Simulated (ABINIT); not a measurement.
**Short convergence ladders for Ba (Im-3m, 1 atom in the cell)**

```xyz
1
Lattice="-2.4975 2.4975 2.4975 2.4975 -2.4975 2.4975 2.4975 2.4975 -2.4975" Properties=species:S:1:pos:R:3 pbc="T T T"
Ba     0.0000     0.0000     0.0000
```

Base method: PBE, norm-conserving pseudopotentials (PseudoDojo nc-sr-05 PBE standard) (plane waves; ABINIT 10.0.3).

Base settings: pseudos = [Ba.upf]; ecut = 28 Ha; ixc = 11; occopt = 7; tsmear = 0.1 eV; ngkpt = 7 7 7; nshiftk = 1; shiftk = 0 0 0; potentials = PseudoDojo nc-sr-05 PBE standard; nband = 10.

The count of work is k-points × plane waves × bands × iterations; it is no time. Core times come from one kind of shared machine, to one figure; runs under 30 s give none.

**The k-point mesh**

The second cell is the first with its lattice scaled by 0.98.

Only quantities that move along the ladder and can be compared are tabulated.

```tsv
ngkpt	free energy less the last step's (meV/atom)	energy of the compressed cell less the first (meV/atom)	pressure (GPa)	count of work / last	core time / last (rough)
2 2 2	-646.45	-93.94	-4.12	0.0092	–
4 4 4	4.48	15.91	0.37	0.048	–
6 6 6	7.91	11.97	0.23	0.090	–
7 7 7	5.72	11.12	0.20	0.11	0.1
9 9 9	0.96	9.89	0.15	0.18	0.2
11 11 11	-0.98	9.74	0.13	0.31	0.2
12 12 12	0.28	9.24	0.12	0.40	0.4
15 15 15	-0.10	9.36	0.12	0.62	0.5
18 18 18	0.00	9.54	0.13	1.0	1
```

Coarsest ngkpt that holds the energy of the compressed cell less the first within 2 meV/atom of the last step, with all finer ones: 7 7 7, at 0.11 of the last step's count of work and about 0.1 of the last step's time; the step before is off by 2.4 meV/atom.

Coarsest ngkpt that holds the pressure within 0.5 GPa of the last step, with all finer ones: 4 4 4, at 0.048 of the last step's count of work; the step before is off by 4.2 GPa.

Coarsest ngkpt that holds the free energy within 2 meV/atom of the last step, with all finer ones: 9 9 9, at 0.18 of the last step's count of work and about 0.2 of the last step's time; the step before is off by 5.7 meV/atom.

**The k-point mesh at a smearing width of 0.05 eV**

In this ladder: tsmear = 0.05 eV.

The second cell is the first with its lattice scaled by 0.98.

Only quantities that move along the ladder and can be compared are tabulated.

```tsv
ngkpt	free energy less the last step's (meV/atom)	energy of the compressed cell less the first (meV/atom)	pressure (GPa)	count of work / last	core time / last (rough)
3 3 3	97.68	-12.31	-0.73	0.026	–
4 4 4	4.36	15.91	0.37	0.048	–
5 5 5	-6.07	5.05	-0.07	0.056	–
6 6 6	8.92	12.00	0.23	0.090	–
7 7 7	7.43	12.18	0.24	0.11	–
10 10 10	1.92	9.59	0.13	0.26	0.6
12 12 12	0.67	9.25	0.13	0.40	0.4
18 18 18	0.00	9.56	0.13	1.0	1
```

Coarsest ngkpt that holds the energy of the compressed cell less the first within 1 meV/atom of the last step, with all finer ones: 10 10 10, at 0.26 of the last step's count of work; the step before is off by 2.6 meV/atom.

Coarsest ngkpt that holds the pressure within 0.05 GPa of the last step, with all finer ones: 10 10 10, at 0.26 of the last step's count of work; the step before is off by 0.12 GPa.

Coarsest ngkpt that holds the free energy within 5 meV/atom of the last step, with all finer ones: 10 10 10, at 0.26 of the last step's count of work; the step before is off by 7.4 meV/atom.

The energy difference between the two cells stays within 1 meV/atom of the last step's from 10 10 10 on, the total only from 12 12 12 on: much of the error is common to both cells and cancels.

Two neighbours can agree and both be off: 6 6 6 and 7 7 7 differ by 0.18 meV/atom in the energy of the compressed cell less the first, yet lie about 2.6 meV/atom from the last step.

**The width of Gaussian smearing**

In this ladder: ngkpt = 12 12 12.

Narrow widths need finer meshes than wide ones, so the last steps can hold mesh noise.

Only quantities that move along the ladder and can be compared are tabulated; pressure and forces are left out, as mesh noise rules them at narrow widths.

```tsv
tsmear	free energy less the last step's (meV/atom)	core time / last (rough)
1 eV	-397.89	1
0.5 eV	-75.73	1
0.3 eV	-16.28	1
0.2 eV	0.00	1
```

Widest tsmear that holds the free energy within 5 meV/atom: not settled: the last two steps still differ by 16 meV/atom, over half the tolerance, so the ladder does not show it.

On the base run: the starting cell has typed, rounded lattice constants, without a prior relaxation at this level. Its lattice was rescaled by up to half a per cent.

Left out of this page: 2 runs of the series outside the window shown, repeating another row's setting, or not comparable.
